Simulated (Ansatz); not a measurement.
Consider this model of amorphous In₉Ga₉Zn₉O₄₁Ta₂.

```xyz
70
Lattice="9.5116 -0.1984 0.1648 -0.1984 9.3464 -0.0334 0.1648 -0.0334 9.9501" Properties=species:S:1:pos:R:3 pbc="T T T"
In     4.2805     5.7836     3.2754
In     3.3110     2.4056     1.9412
In     7.1975     3.7074     0.2634
In     0.9252     4.6073     2.8439
In     5.0517     1.2448     8.3099
In     2.1765     5.6525     5.8629
In     6.7352     2.9682     3.8658
In     0.6122     5.5617     9.0596
In     3.6710     8.4464     1.0583
Ga     9.2501     7.5181     7.3019
Ga     3.7578     4.6374     9.7664
Ga     7.5225     5.7865     4.4495
Ga     5.3884     4.6271     7.0079
Ga     3.5665     2.9541     5.4480
Ga     8.6002     4.0782     6.8177
Ga     9.1888     1.2230     2.3583
Ga     5.2449     7.6959     6.2329
Ga     8.5526     1.2360     8.0563
Zn     6.7504     0.6269     0.9788
Zn     8.3633     6.9218     1.7691
Zn     4.9741     0.2764     3.6646
Zn     0.8167     2.0428     5.1907
Zn     2.2298     1.8353     8.5071
Zn     0.5063     9.0032     0.0558
Zn     2.8112     9.2520     6.0681
Zn     7.6813     9.1373     5.1100
Zn     3.0483     7.3536     8.3715
O      1.1630     2.5650     2.0577
O      1.8470     3.7032     4.7813
O      4.1485     4.9174     5.4467
O      6.0200     8.4305     9.8153
O      8.8746     6.9998     3.6464
O      2.3783     1.6965     6.4783
O      6.1881     4.9261     3.3803
O      0.1609     5.6357     1.1492
O      0.2347     5.7682     6.6347
O      3.4797    -0.0327     9.0571
O      8.3328     9.0346     1.3899
O      6.9839     1.7032     9.0928
O      8.7892     3.8325     8.7195
O      0.1276     0.6588     3.8936
O      1.0197     7.6341     8.5983
O      6.7996     0.9249     4.0514
O      4.1477     6.5757     9.9323
O      4.4152     2.4200     3.8716
O      2.5482     5.1111     8.3260
O      5.6541     4.5322     9.1423
O      5.1441     0.1388     6.4874
O      8.8008     2.2739     6.4997
O      3.5410     2.7040     9.6787
O      4.8012     0.9391     1.6326
O      8.0149     6.6687     8.5411
O      0.4900     1.2678     9.0307
O      8.6453     4.1834     4.1759
O      0.8318     8.1896     5.6316
O      2.7457     9.2217     4.0567
O      3.3246     7.3813     6.3986
O      6.6457     7.3645     5.0894
O      3.2916     4.5495     1.7881
O      4.6910     7.7307     2.7736
O      5.4749     6.4388     7.5758
O      1.5398     8.5868     1.7390
O      7.6447     2.3768     1.8602
O      4.7758     2.8855     6.9505
O      6.9091     5.8158     0.9570
O      8.1025     8.9954     7.0506
O      2.0288     6.3698     3.7441
O      7.0057     4.6101     6.0799
Ta     1.1544     8.2271     3.7014
Ta     6.3117     6.6506     9.3713
```

The numbers are results of PBE, scalar-relativistic without spin-orbit coupling (plane waves to 420 eV, PAW; Ansatz, a first-principles code), not measurements.

A CHGNet melt-quench gave the starting glass, which DFT then relaxed. O atoms were pushed apart under 1.9 Å during the dynamics, to hinder bonds among them. The hot cell started wider than the set density and was brought back towards it in steps. It is the lowest in DFT energy of 2 quenches. It is a model cell: composition and starting density were chosen by hand, and all elements were melted together. No dispersion term was used. Its density started from a set value of 6.12 and ended at 6.14 g/cm³. The simulated quench (nominally 260 K/ps over its main leg) is rapid and tends to freeze in more defects than a deposited or slowly cooled glass has. A cell of this size samples the disorder only roughly. Volume and shape were free in the relaxation.

Bonds are counted up to In-In 3.12 Å, In-Ga 2.90 Å, In-Zn 2.90 Å, In-O 2.70 Å, In-Ta 3.12 Å, Ga-Ga 2.68 Å, Ga-Zn 2.68 Å, Ga-O 2.30 Å, Ga-Ta 2.90 Å, Zn-Zn 2.68 Å, Zn-O 2.48 Å, Zn-Ta 2.90 Å, O-O 1.58 Å, O-Ta 2.60 Å, Ta-Ta 3.12 Å. Two cations that share two anions don't count as bonded, nor two that share one unless they lie closer than In-In 3.04 Å, In-Ga 2.82 Å, In-Zn 2.82 Å, In-Ta 3.04 Å, Ga-Ga 2.61 Å, Ga-Zn 2.61 Å, Ga-Ta 2.82 Å, Zn-Zn 2.61 Å, Zn-Ta 2.82 Å, Ta-Ta 3.04 Å.

Problem. Give the coordination numbers, mean bond lengths and angles.

Solution. 
| Quantity | Value |
|---|---|
| Mean coordination of In by anions | 5.44 (5 with 5, 4 with 6) |
| Mean coordination of Ga by anions | 4.56 (4 with 4, 5 with 5) |
| Mean coordination of Zn by anions | 4.44 (5 with 4, 4 with 5) |
| Mean coordination of O | 3.46 (22 with 3, 19 with 4) |
| Mean coordination of Ta by anions | 6.00 (2 with 6) |
| Mean In-O bond | 2.224 Å (spread 0.140 Å, 49 counted) |
| Mean Ga-O bond | 1.935 Å (spread 0.073 Å, 41 counted) |
| Mean Zn-O bond | 2.059 Å (spread 0.103 Å, 40 counted) |
| Mean O-Ta bond | 2.027 Å (spread 0.124 Å, 12 counted) |
| Bond angle at In | mean 104.0°, spread 28.5° |
| Bond angle at Ga | mean 107.7°, spread 23.1° |
| Bond angle at Zn | mean 107.1°, spread 23.2° |
| Bond angle at O | mean 111.5°, spread 16.2° |
| Bond angle at Ta | mean 104.7°, spread 31.2° |

Problem. List the pairs of like atoms that count as bonded by the rules above.

Solution. There are none by these rules.
